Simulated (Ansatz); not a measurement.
The starting structures come from a database of crystals and need not be the phases stable at ambient conditions.

By PBEsol, the system below comes out a metal.

The ballistic (Sharvin) conductance counts the channels at the Fermi level: G/A = (e²/h) × channels of both spins per area.

Input:

```xyz
3
Lattice="3.4919 0.0000 0.0000 0.0000 4.8816 0.0000 0.0000 -2.4408 4.2276" Properties=species:S:1:pos:R:3 pbc="T T T"
Y      0.0000     0.0000     0.0000
Hg     1.7460     2.4408     1.4092
Hg     1.7460     0.0000     2.8184
```

Space group of this cell: P6/mmm. The cell is taken as given; by PBEsol its mean pressure is -2.8 GPa.

The current flows along the normal of the first two printed cell vectors, the (100) plane of the conventional cell. No spin-orbit coupling; the value is a mean over 0.1 eV about the Fermi level.

Problem. Compute, with PBEsol in Ansatz (a first-principles code), the ballistic conductance per area.

Solution. 0.52 × 10¹⁵ S/m² for both spins.
